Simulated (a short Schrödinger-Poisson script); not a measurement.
Structure: symmetric double-gate stack, SiO2 on p-type Si(111), at 77 K.

| layer | material | thickness (nm) | Na (cm⁻³) |
|---|---|---|---|
| 1 | SiO2 | 3.2 | - |
| 2 | Si | 5 | 3e17 |
| 3 | SiO2 | 3.2 | - |

The device is made up for the run: typed textbook-type constants, with dimensions and the other settings drawn at random. SiO2: permittivity 3.9, conduction-band edge (eV) 3.15, gap (eV) 9, electron mass (mₑ) 0.5. Si: permittivity 11.7, conduction-band edge (eV) 0, gap (eV) 1.124, Nv at 300 K (cm⁻³) 3.1e19.

Channel valleys (confinement mass, in-plane density-of-states mass, number): Δ6 0.258, 0.358, 6. At the gates, both at one voltage, the conduction-band edge of layer 1 lies 3.58 eV − eVg above the Fermi level of the channel. Gaps are held at their typed values at every temperature. Mesh 0.03 nm at interfaces.

Solved with a short Schrödinger-Poisson script written for these runs: 1D Poisson equation in equilibrium, electrons classical, Boltzmann, parabolic valleys, classical holes, full ionisation, no traps, pinning or gate leakage.

The same stack at other levels of the model or other numerical settings:

```csv
run,sheet density of all electrons at Vg = 2.7 V (cm⁻²),sheet density of all electrons at Vg = 0.9 V (cm⁻²),capacitance of both gates at Vg = 2.7 V (μF/cm²),rough cost against the base
base,2.98e13,5.87e12,2.14,about 1
"electrons treated as classical, Fermi-Dirac",[?],5.66e12,[?],3
"electrons treated as quantum, Hartree",2.63e13,4.86e12,[?],30
mesh six times as coarse,2.94e13,5.81e12,2.11,about 1
```

Task: Fill in the missing entries.

Result: 
- electrons treated as quantum, Hartree, capacitance of both gates at Vg = 2.7 V (μF/cm²): 1.94
- electrons treated as classical, Fermi-Dirac, capacitance of both gates at Vg = 2.7 V (μF/cm²): 2.04
- electrons treated as classical, Fermi-Dirac, sheet density of all electrons at Vg = 2.7 V (cm⁻²): 2.84e13

The classical rows ignore confinement, and Boltzmann statistics overrate the density once the band edge passes the Fermi level.
